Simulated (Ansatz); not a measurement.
# What x(S) = 0.75, 8 atoms, C2/m does to PbTe

Take PbTe in the rock salt structure (space group Fm-3m, No. 225; a = 6.5694 Å) as the base.

The other end (x = 1) is PbS in the rock salt structure (space group Fm-3m, No. 225): 27.12 Å³/atom, gap 0.50 eV.

Now apply this change: a fraction x = 0.75 of the Te sites is given to S, ordered in a cell of 8 atoms (starting symmetry C2/m) and fully relaxed.

The values are results of PBE, PAW, 420 eV (Ansatz, a first-principles code; without spin-orbit coupling), earlier PAW set, not measurements. Settings: 8×8×5 k-points, 0.05 eV Fermi–Dirac smearing, for the changed cell.

```csv
quantity,base,changed,shift
volume per atom,35.44 Å³,29.04 Å³,-6.40 Å³
density,7.84 g/cm³,7.52 g/cm³,-0.32 g/cm³
band gap,0.83 eV,0.60 eV,-0.238 eV
"gap character (in this cell's own zone, which can be folded)",–,"indirect, Y₂ → Γ",–
mixing energy,–,+27 meV/atom,–
deviation of the volume from the linear (Vegard-type) interpolation,–,-0.6 %,–
"bowing parameter b of this ordering, from Eg = [1−x] Eg[0] + x Eg[1] − b x [1−x]",–,-0.1 eV,–
mean first-shell distances,–,"Te–Pb 3.206 Å (end compound 3.285 Å), S–Pb 3.035 Å (end compound 3.005 Å)",–
```

Final structure:

```xyz
8
Lattice="7.2156 -2.1723 0.0000 7.2156 2.1723 0.0000 -1.2908 0.0000 7.4098" Properties=species:S:1:pos:R:3 pbc="T T T"
S      9.7342     0.0000     5.5452
S      3.4061     0.0000     1.8646
Te    -0.6454     0.0000     3.7049
S      7.2156     0.0000     0.0000
Pb    12.4727     0.0000     0.8052
Pb     4.4231     0.0000     4.7153
Pb     0.6677     0.0000     6.6046
Pb     8.7173     0.0000     2.6945
```

Each cell is one ordered arrangement of few atoms, which overstates ordering effects compared with a random alloy. Spin-orbit coupling, missing from the scalar runs, can matter with Pb and Te. Stability against distortions was not tested. k-point labels follow each cell's own Brillouin zone.
